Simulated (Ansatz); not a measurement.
Ge on the Si site (broken-bond start) in metastable alpha cristobalite (start: the Si site; started 0.95 Å off site, one bond broken; 96-site cell, 2×2×2 shifted sampling). All values below come from PBE, PAW (plane waves to 420 eV; Ansatz, a program for electronic structure). Total energies of the localised charge states, counted from that of charge 0, and their image corrections (point charge with alignment); the host's valence-band maximum lies at 0.895 eV on the cells' energy zero and its gap is 5.51 eV.

```json
[
 {"charge": "0", "moment (μB)": "not spin-polarised", "E − E(first) (eV)": "0.000", "correction (eV)": "0.000"},
 {"charge": "−1", "moment (μB)": "1.0", "E − E(first) (eV)": "5.861", "correction (eV)": "0.337"}
]
```

### Question
Derive the transition levels above the valence-band maximum and say which of them are thermodynamic.

### Answer
A level is the Fermi energy at which two charges have equal formation energy: ε(q/q′) = [E(q′) + corr(q′) − E(q) − corr(q)] / (q − q′) − E_VBM.
ε(0/−1) = [(5.861 + 0.337) − (0.000 + 0.000)] / 1 − 0.895 = 5.30 eV
Thermodynamic levels at least 0.1 eV inside the gap: (0/−1) at 5.30 eV. They hold to tenths of an eV in this cell. Charges with a result: 0, −1. Others weren't obtained, and one of them could lie lower, also by skipping a charge. The geometries come from one start. Flagged in the runs: a host whose relaxation on this sampling wasn't shown to rest, a strain field that reaches the edge of the cell.
